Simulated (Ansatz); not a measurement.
Amorphous Si₂₄O₅₀Sn, 75 atoms at 2.34 g/cm³, one PBE-relaxed geometry, zone centre. Methods: PBE, scalar-relativistic without spin-orbit coupling (Ansatz, a first-principles code); r2SCAN, scalar-relativistic without spin-orbit coupling (Ansatz); HSE06, scalar-relativistic without spin-orbit coupling (Ansatz). Plane waves to 420 eV (r2SCAN 500 eV); exact exchange is cut at the cell's faces. At PBE the levels at both edges of the gap are localised (band-tail or defect states), and the nearest spread-out levels lie 5.6 eV apart at the zone centre. All rungs ran without spin polarisation.

The cell was made by melting and quenching with the CHGNet potential and then relaxed with DFT. O atoms were pushed apart under 1.9 Å during the dynamics, to hinder bonds among them. The hot cell started wider than the set density and was brought back towards it in steps. It is the lowest in DFT energy of 2 quenches. It is a model cell: composition and starting density were chosen by hand, and all elements were melted together. No dispersion term was used. Its density started from a set value of 2.34 and ended at 2.34 g/cm³. The quench (nominally 400 K/ps over its main leg) was far faster than any real one, so the model tends to hold more defects than a real film. Values belong to this one cell and scatter from quench to quench. The volume was held where the preparation left it, at a PBE pressure of 0.0 GPa. Stress components on the final sampling reach 2.3 GPa.

The relaxation ran on the zone centre alone. At PBE the gap between localised states is 3.39 eV on a 2×2×2 Γ-centred mesh, and the spacing at the zone centre alone 3.40 eV.

Question: What zone-centre spacing does r2SCAN give, roughly?

Answer: 4.00 eV (+0.59 eV against PBE).

Question: What zone-centre spacing does HSE06 give, roughly?

Answer: 5.22 eV (+1.82 eV against PBE).

The highest filled and the lowest empty state spread over these numbers of atoms (participation numbers): PBE: 7.8 and 6.0; r2SCAN: 7.6 and 5.7; HSE06: 7.9 and 5.7.
